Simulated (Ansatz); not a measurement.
The starting structures come from a database of crystals and need not be the phases stable at ambient conditions.

 Where the default PAW files enter, the runs use the earlier of Ansatz's two default sets.

Data:

```xyz
15
Lattice="5.9521 0.0000 0.0000 -2.9760 5.1546 0.0000 0.0000 0.0000 7.3648" Properties=species:S:1:pos:R:3 pbc="T T T"
Ba     2.9760     1.7182     2.4674
Ba     0.0000     3.4364     4.8974
Ba     0.0000     0.0000     0.0000
Ta     0.0000     3.4364     1.2349
Ta     2.9760     1.7182     6.1299
Cd     0.0000     0.0000     3.6824
O      4.3728     0.9118     5.0638
O     -1.3968     4.2429     2.3010
O      2.9760     3.3311     5.0638
O      0.0000     1.8236     2.3010
O      1.5792     0.9118     5.0638
O      1.3968     4.2429     2.3010
O      1.4880     2.5773     0.0000
O      2.9760     0.0000     0.0000
O     -1.4880     2.5773     0.0000
```

Space group of this cell: P-3m1. The cell is taken as given; by r2SCAN its mean pressure is -5.2 GPa.

Transport runs along the normal of the first two printed cell vectors, the (001) plane of the conventional cell.

The gap is the functional's own, uncorrected, and κ follows it; spin-orbit coupling is left out. Mid-gap values are interpolated between the computed energies.

State the band gap and the smallest decay constant κ at mid-gap according to r2SCAN in Ansatz (an electronic-structure program).

Gap 4.00 eV on a 6×6×4 mesh; κ = 0.360 1/Å, at the zone centre.
